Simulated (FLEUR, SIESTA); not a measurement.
A FLEUR input for a self-consistent single point of BAs (F-43m, 2 atoms in the cell) (DFT, PBE, all-electron FLAPW (FLEUR), scalar-relativistic valence):

Input of the input generator:

```
BAs FLAPW
&input film=f /
0.0000000000 4.5164454379 4.5164454379
4.5164454379 -0.0000000000 4.5164454379
4.5164454379 4.5164454379 -0.0000000000
1.0
1.0 1.0 1.0

2
5 0.0000000000 0.0000000000 0.0000000000
33 0.2500000000 0.2500000000 0.2500000000

&comp jspins=1 /
&kpt div1=8 div2=8 div3=8 gamma=t /
&end /
```

```xml
<?xml version="1.0" encoding="UTF-8" standalone="no"?>
<fleurInput fleurInputVersion="0.39">
   <comment>
      BAs FLAPW                                                                                           
   </comment>
   <calculationSetup>
      <cutoffs Kmax="4.6" Gmax="18.4" GmaxXC="18.4" numbands="0"/>
      <scfLoop itmax="60" minDistance="0.00001" maxIterBroyd="25" imix="Anderson" alpha="0.05" precondParam="0.0" spinf="2.0"/>
      <coreElectrons ctail="T" frcor="F" kcrel="0" coretail_lmax="0"/>
      <xcFunctional name="pbe" relativisticCorrections="F"/>
      <magnetism jspins="1"/>
      <soc l_soc="F" theta="0.0" phi="0.0" spav="F"/>
      <expertModes spex="0" secvar="F"/>
      <geometryOptimization l_f="T" forcealpha="1.0" forcemix="BFGS" epsdisp="0.00001" epsforce="0.00001"/>
      <ldaU l_linMix="F" mixParam="0.05" spinf="1.0"/>
   </calculationSetup>
   <cell>
      <bzIntegration valenceElectrons="18.0" mode="hist" fermiSmearingEnergy="0.00183747">
         <kPointListSelection listName="default-1"/>
         <!-- k-points included here -->
         <xi:include xmlns:xi="http://www.w3.org/2001/XInclude" href="kpts.xml"> </xi:include>
      </bzIntegration>
      <!-- symmetry operations included here -->
      <xi:include xmlns:xi="http://www.w3.org/2001/XInclude" href="sym.xml"> </xi:include>
      <bulkLattice scale="1.0">
         <bravaisMatrix>
            <row-1>    0.0000000000000000     4.5164454378999999     4.5164454378999999</row-1>
            <row-2>    4.5164454378999999     0.0000000000000000     4.5164454378999999</row-2>
            <row-3>    4.5164454378999999     4.5164454378999999     0.0000000000000000</row-3>
         </bravaisMatrix>
      </bulkLattice>
   </cell>
   <atomSpecies>
      <species name="Boron (B)" element="B" atomicNumber="5">
         <mtSphere radius="1.29" gridPoints="457" logIncrement="0.022"/>
         <atomicCutoffs lmax="6" lnonsphr="4"/>
         <electronConfig flipSpins="F">
            <coreConfig>(1s1/2)</coreConfig>
            <valenceConfig>(2s1/2) (2p1/2) (2p3/2)</valenceConfig>
            <stateOccupation state="(2p1/2)" spinUp="0.1666666666667" spinDown="0.1666666666667"/>
            <stateOccupation state="(2p3/2)" spinUp="0.3333333333333" spinDown="0.3333333333333"/>
         </electronConfig>
         <energyParameters s="2" p="2" d="3" f="4"/>
      </species>
      <species name="Arsenic (As)" element="As" atomicNumber="33">
         <mtSphere radius="2.29" gridPoints="807" logIncrement="0.015"/>
         <atomicCutoffs lmax="10" lnonsphr="8"/>
         <electronConfig flipSpins="F">
            <coreConfig>(1s1/2) (2s1/2) (2p1/2) (2p3/2) (3s1/2) (3p1/2) (3p3/2)</coreConfig>
            <valenceConfig>(4s1/2) (3d3/2) (3d5/2) (4p1/2) (4p3/2)</valenceConfig>
            <stateOccupation state="(4p1/2)" spinUp="0.5" spinDown="0.5"/>
            <stateOccupation state="(4p3/2)" spinUp="1.0" spinDown="1.0"/>
         </electronConfig>
         <energyParameters s="4" p="4" d="3" f="4"/>
         <lo type="HELO" l="2" n="4" eDeriv="0"/>
      </species>
   </atomSpecies>
   <atomGroups>
      <atomGroup species="Boron (B)">
         <relPos label="                   1">.0000000000 .0000000000 .0000000000</relPos>
         <force calculate="T" relaxXYZ="TTT"/>
      </atomGroup>
      <atomGroup species="Arsenic (As)">
         <relPos label="                   2">1.000/4.000 1.000/4.000 1.000/4.000</relPos>
         <force calculate="T" relaxXYZ="TTT"/>
      </atomGroup>
   </atomGroups>
   <output dos="F" band="F" slice="F">
      <checks vchk="F" cdinf="F"/>
      <bandDOS minEnergy="-.5*Htr" maxEnergy="0.5*Htr" sigma="0.015" storeEVData="T"/>
      <vacuumDOS vacdos="F" integ="F" star="F" nstars="0" locx1="0.0" locy1="0.0" locx2="0.0" locy2="0.0" nstm="0" tworkf="0.0"/>
      <unfoldingBand unfoldBand="F" supercellX="1" supercellY="1" supercellZ="1"/>
      <plotting iplot="0" polar="F">
         <plot TwoD="T" vec1="  1.0  0.0  0.0" vec2="  0.0  1.0  0.0" vec3="  0.0  0.0  1.0" zero="  0.0  0.0  0.0" file="plot"/>
      </plotting>
      <chargeDensitySlicing numkpt="0" minEigenval="0.0" maxEigenval="0.0" nnne="0" pallst="F"/>
      <specialOutput eonly="F"/>
      <magneticCircularDichroism mcd="F" energyLo="-10.0" energyUp="0.0"/>
   </output>
  <!-- We include the file relax.xml here to enable relaxations (see documentation) -->
  <xi:include xmlns:xi="http://www.w3.org/2001/XInclude" href="relax.xml"> <xi:fallback/> </xi:include>
</fleurInput>
```

Question: Write the same calculation as an input for SIESTA.

Answer: This is the input that was run; spellings and numerical settings could be chosen otherwise.

```
# files in the folder: B.psml As.psml (PseudoDojo PBE standard)
SystemName  BAs
SystemLabel bas

NumberOfAtoms                2
NumberOfSpecies              2
%block ChemicalSpeciesLabel
  1 5 B
  2 33 As
%endblock ChemicalSpeciesLabel
LatticeConstant              1.0 Ang
%block LatticeVectors
     0.000000000    2.390000000    2.390000000
     2.390000000    0.000000000    2.390000000
     2.390000000    2.390000000    0.000000000
%endblock LatticeVectors
AtomicCoordinatesFormat      Fractional
%block AtomicCoordinatesAndAtomicSpecies
     0.000000000    0.000000000    0.000000000  1
     0.250000000    0.250000000    0.250000000  2
%endblock AtomicCoordinatesAndAtomicSpecies

XC.functional                GGA
XC.authors                   PBE
PAO.BasisSize                TZP
PAO.EnergyShift              0.005 Ry
MeshCutoff                   400 Ry
%block kgrid.MonkhorstPack
    8   0   0  0.0
    0   8   0  0.0
    0   0   8  0.0
%endblock kgrid.MonkhorstPack
OccupationFunction           FD
ElectronicTemperature        50.0 meV

MaxSCFIterations             150
SCF.Mixer.Method             Pulay
SCF.Mixer.Weight             0.2
SCF.Mixer.History            8
SCF.DM.Tolerance             1.0E-04
Diag.ParallelOverK           true
WriteForces                  true
Charge.Mulliken              end
```

Basis settings and potentials, where a program has them, do not carry over. This input uses DFT, GGA PBE, numerical atomic orbitals TZP, PseudoDojo PBE standard norm-conserving potentials (rewritten from UPF to PSML). Both were run: gap on the mesh 1.228 eV in FLEUR and 1.425 in SIESTA.

On SIESTA: the starting cell has typed, rounded lattice constants, without a prior relaxation at this level. Values carry the incompleteness of an atom-centred basis. With a pressure of about 6 GPa the cell is away from its equilibrium volume at this level.

On FLEUR: the starting cell has typed, rounded lattice constants, without a prior relaxation at this level. Values depend on the basis (sphere radii, cutoffs, local orbitals), which need not be converged.
